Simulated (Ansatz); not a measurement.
## MgTe with two functionals, biaxial strain −1.75 %, plane normal [001], relaxed out of plane

Start from MgTe in the wurtzite structure (space group P6_3mc, No. 186; a = 4.609 Å, c = 7.501 Å). Axes: x lies along a and z along c of the hexagonal cell.

(Cell as relaxed with PBE.)

Levels (all Ansatz, a program for electronic structure, PAW, earlier PAW set): PBE (420 eV, scalar-relativistic without spin-orbit coupling); PBEsol (420 eV, no SOC).

Each level relaxes its own structure.

```tsv
base	PBE	PBEsol
volume per atom	34.49 Å³	33.38 Å³
lattice parameter a	4.609 Å	4.561 Å
```

One thing is altered: biaxial strain −1.75 %, plane normal [001], relaxed out of plane (Cartesian); in-plane vectors clamped, the third vector and the atoms free.

```tsv
quantity	PBE	PBEsol
ratio −ε⊥/ε∥	0.81	(withheld)
shortest interatomic distance	2.794 Å	(withheld)
mean in-plane stress (compression positive)	+1.1 GPa	(withheld)
```

Task: Given the PBE results, estimate those of PBEsol.

Result: 
- ratio −ε⊥/ε∥, PBEsol: 0.91
- shortest interatomic distance, PBEsol: 2.766 Å
- mean in-plane stress (compression positive), PBEsol: +1.1 GPa

PBE's ratio −ε⊥/ε∥ lies 0.10 below PBEsol's; PBE's shortest interatomic distance lies 0.028 Å above PBEsol's (1.0 %); the two agree on the in-plane stress. Neither level is exact; PBEsol is the comparison here, not a measurement.

Stability against distortions was not tested.
